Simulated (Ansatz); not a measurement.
## BP, response to strain

The reference is BP in the zinc blende structure (space group F-43m, No. 216; a = 4.5366 Å). Axes: x, y, z lie along the cube axes.

Strains are applied to the cell and any free atomic positions relax; under biaxial strain the out-of-plane vector relaxes too.

The values are results of Ansatz (an electronic-structure program) r2SCAN, no spin-orbit coupling, not measurements.

Notes on the quantities. pressure: mean of the normal stresses, compression positive; energy relative to the base: free energy F.

```json
[
 {"change": "base", "pressure": "0.00 GPa", "volume per atom": "11.67 Å³", "energy relative to the base": "0 meV/atom"},
 {"change": "biaxial strain −3.00 %, plane normal [001], relaxed out of plane", "pressure": "9.02 GPa", "volume per atom": "11.11 Å³", "energy relative to the base": "?"},
 {"change": "biaxial strain −2.50 %, plane normal [001], relaxed out of plane", "pressure": "7.38 GPa", "volume per atom": "11.21 Å³", "energy relative to the base": "+19 meV/atom"},
 {"change": "biaxial strain −2.00 %, plane normal [001], relaxed out of plane", "pressure": "?", "volume per atom": "11.30 Å³", "energy relative to the base": "+12 meV/atom"},
 {"change": "biaxial strain −1.50 %, plane normal [001], relaxed out of plane", "pressure": "4.27 GPa", "volume per atom": "?", "energy relative to the base": "+6.8 meV/atom"},
 {"change": "biaxial strain −1.00 %, plane normal [001], relaxed out of plane", "pressure": "2.80 GPa", "volume per atom": "11.48 Å³", "energy relative to the base": "+3.0 meV/atom"},
 {"change": "biaxial strain −0.50 %, plane normal [001], relaxed out of plane", "pressure": "1.37 GPa", "volume per atom": "11.58 Å³", "energy relative to the base": "+0.7 meV/atom"}
]
```

Task: Some entries are withheld; estimate them.

Result: 
- biaxial strain −3.00 %, plane normal [001], relaxed out of plane, energy relative to the base: +28 meV/atom
- biaxial strain −2.00 %, plane normal [001], relaxed out of plane, pressure: 5.80 GPa
- biaxial strain −1.50 %, plane normal [001], relaxed out of plane, volume per atom: 11.39 Å³

Whether these cells are dynamically stable was not tested.
